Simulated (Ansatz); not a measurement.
What biaxial strain −3.28 %, plane normal [001], relaxed out of plane does to CdSe

The reference is CdSe in the wurtzite structure (space group P6_3mc, No. 186; a = 4.340 Å, c = 7.078 Å). Axes: x lies along a and z along c of the hexagonal cell.

One thing is altered: compressive biaxial strain of 3.28 % in the plane normal to [001], as in epitaxy on a mismatched substrate; the out-of-plane cell vector and the atoms relax.

Computed with r2SCAN, PAW, 500 eV (Ansatz, a program for electronic structure; scalar-relativistic without spin-orbit coupling). Γ-centred 9×9×5 mesh, Fermi–Dirac width 0.05 eV.

- Volume per atom: 27.81 Å³ (base 28.86 Å³)
- Space group: P6_3mc (No. 186) (base P6_3mc (No. 186))
- Shortest interatomic distance: 2.624 Å (base 2.655 Å)
- Pressure (mean of the normal stresses, compression positive): 1.89 GPa (base 0.00 GPa)
- Band gap: 1.00 eV (base 1.11 eV)
- Gap character: direct at Γ (base direct at Γ)
- Width of the top valence band: 1.88 eV (base 1.67 eV)
- Electron mass: 0.090 mₑ out of plane, 0.10 mₑ in plane (at Γ) (base 0.093 mₑ along c, 0.10 mₑ across (at Γ))
- Valence-band top at Γ (three highest levels, from the VBM): 0.00, 0.00, -0.37 eV (base 0.00, 0.00, -0.04 eV)
- Out-of-plane strain: +2.98 %
- Ratio −ε⊥/ε∥: 0.91
- Mean in-plane stress (compression positive): +2.8 GPa

Final structure (turned so that z lies along the plane normal):

```xyz
4
Lattice="4.1976 0.0000 0.0000 2.0988 3.6353 0.0000 0.0000 0.0000 7.2893" Properties=species:S:1:pos:R:3 pbc="T T T"
Cd     4.1976     2.4235    -0.0466
Cd     2.0988     1.2118     3.5981
Se     4.1976     2.4235     4.6038
Se     2.0988     1.2118     0.9592
```

Effective masses come from finite differences of ±0.01 Å⁻¹. Gaps are Kohn–Sham eigenvalue differences; semilocal functionals usually give less than the measured gap. Whether these cells are dynamically stable was not tested.
